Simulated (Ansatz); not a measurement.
**Be2C: energy against volume**

Be2C (antifluorite, Fm-3m, 6.758 Å³/atom and stress up to 0.01 GPa in the relaxed cell, cube axes along x, y and z) under an equal strain ε along all three axes. PBE in Ansatz, a plane-wave DFT program (PAW, default set), 420 eV, 13×13×13 Γ-centred mesh, Fermi-Dirac smearing 0.05 eV; ions are relaxed, or left where forces stay under 0.02 eV/Å, within the symmetry of each cell.

Here V stands for volume and E for E less E0.

```
volume (Å³/atom)  E less E0 (meV/atom)  pressure (GPa)
----------------  --------------------  --------------
6.1680                               ?               ?
6.3607                           16.10           13.58
6.4586                            8.94            9.90
6.5575                            3.92            6.41
6.6573                            0.97            3.11
6.7582                            0.00           -0.01
6.8601                            0.95           -2.95
6.9630                            3.74           -5.72
7.0669                            8.30           -8.34
7.1718                           14.58          -10.81
```

Task: Fit E against V with the third-order Birch-Murnaghan form, a cubic in V^(-2/3), and predict the withheld value at V = 6.1680.

Result: With u = V^(-2/3) - 0.280, the rows have u = 0.011293, 0.008342, 0.005435, 0.002576, -0.000244, -0.003021, -0.005757, -0.008452, -0.011106. Least squares gives E = 0.008 + 59.20·u + 122205·u² - 112524·u³. Residuals (row less fit): 0.000, -0.001, -0.002, 0.000, -0.001, 0.002, 0.001, -0.005, 0.002; standard error 0.003 (degrees of freedom: 5). Its minimum lies at u = -0.000242, so V0 = (0.279758)^(-3/2) = 6.758. There d²E/du² = 244600 and d³E/du³ = -675100, so B0 = (4/9) × 6.758^(-7/3) × 244600 × 0.160218 = 202 GPa (the last factor turns the table's units into GPa), and B0' = 4 + (2/3) × 0.279758 × (-675100)/244600 = 3.5. B0' rests on the cubic coefficient alone and has a standard error of 0.1 from these residuals. At the withheld row, u = 0.017329, so E = 0.008 + 59.20 × 0.017329 + 122205 × 0.017329² - 112524 × 0.017329³ = 37.146 meV/atom. The calculation gives 37.15 meV/atom, which the fit meets to the printed digits. The row lies outside the fitted rows, so this is an extrapolation. The scatter of the fitted rows lies at the last printed digit.

Other structures, which can take over under pressure, weren't tried. The same form fitted to the pressure column gives B0' = 3.5; series where the two differ by over 0.4 aren't shown. Rows are the converged runs of the series near zero and its far end, less any whose ions stayed unrelaxed beside relaxed ones; series whose fitted rows scatter by over a few per cent of the range, as at a crossing or softening among them, aren't shown in this form.
